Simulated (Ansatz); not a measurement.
Band structure of Co₂HgTe₄ (I-4, 7 atoms in the cell).

```yaml
crystal:
  lattice:
    - [-3.18389, 3.18389, 5.90884]
    - [3.18389, -3.18389, 5.90884]
    - [3.18389, 3.18389, -5.90884]
  atoms:
    - { symbol: Co, position: [0.50000, 0.50000, 0.00000], spin: 3.0 }
    - { symbol: Co, position: [0.25000, 0.75000, 0.50000], spin: 3.0 }
    - { symbol: Hg, position: [0.00000, 0.00000, 0.00000] }
    - { symbol: Te, position: [0.39000, 0.88000, 0.01000] }
    - { symbol: Te, position: [0.87000, 0.38000, 0.99000] }
    - { symbol: Te, position: [0.12000, 0.13000, 0.51000] }
    - { symbol: Te, position: [0.62000, 0.61000, 0.49000] }
```
(The spins are starting values, not results.)

Computed with LDA (PW92), default PAW files made with PBE (plane waves; Ansatz, a first-principles code).

Settings: kpoints.mp_grid.grid = 3 3 3; hamiltonian.xc = lda; hamiltonian.pseudopotentials = {kind: paw} (the program's default PAW files); magnetization.spin_polarized = true; scf.occupations.method = cold; scf.occupations.width = 0.05 eV; kpoints.band_path.npoints = 6.

The starting cell was generated: these elements placed on a structure prototype, without a prior relaxation; it need not be a known phase or ordering of this composition. Spin-orbit coupling is off. The magnetic order is the one reached from the typed start; others were not searched systematically. The program warned that a starting moment was not kept.

Levels in eV from the Fermi level, bands 56 to 63 of the first spin channel:
```json
[
 {"point": "Γ", "56": "-0.68", "57": "-0.68", "58": "-0.59", "59": "-0.37", "60": "-0.17", "61": "1.18", "62": "1.18", "63": "1.31"},
 {"point": "X", "56": "-0.95", "57": "-0.35", "58": "-0.04", "59": "0.15", "60": "0.26", "61": "0.59", "62": "0.68", "63": "0.76"},
 {"point": "Y", "56": "-0.93", "57": "-0.52", "58": "-0.23", "59": "0.10", "60": "0.20", "61": "0.43", "62": "0.61", "63": "0.64"},
 {"point": "S", "56": "-0.88", "57": "-0.79", "58": "-0.31", "59": "-0.23", "60": "0.00", "61": "0.28", "62": "0.59", "63": "0.70"},
 {"point": "Z", "56": "-1.02", "57": "-0.49", "58": "-0.28", "59": "-0.28", "60": "0.00", "61": "0.32", "62": "0.33", "63": "0.33"},
 {"point": "S1", "56": "-0.88", "57": "-0.79", "58": "-0.31", "59": "-0.23", "60": "0.00", "61": "0.28", "62": "0.59", "63": "0.70"},
 {"point": "N", "56": "-0.77", "57": "-0.69", "58": "-0.50", "59": "-0.18", "60": "0.17", "61": "0.25", "62": "0.42", "63": "0.76"},
 {"point": "P", "56": "-0.53", "57": "-0.48", "58": "-0.37", "59": "0.12", "60": "0.26", "61": "0.52", "62": "0.65", "63": "0.65"},
 {"point": "Y1", "56": "-0.93", "57": "-0.52", "58": "-0.23", "59": "0.10", "60": "0.20", "61": "0.43", "62": "0.61", "63": "0.64"}
]
```

Bands cross the Fermi level along this path, so the cell is metallic at this level.

The net moment of the cell came out as 0.06 μB.

Keys are those of Ansatz 0.2.
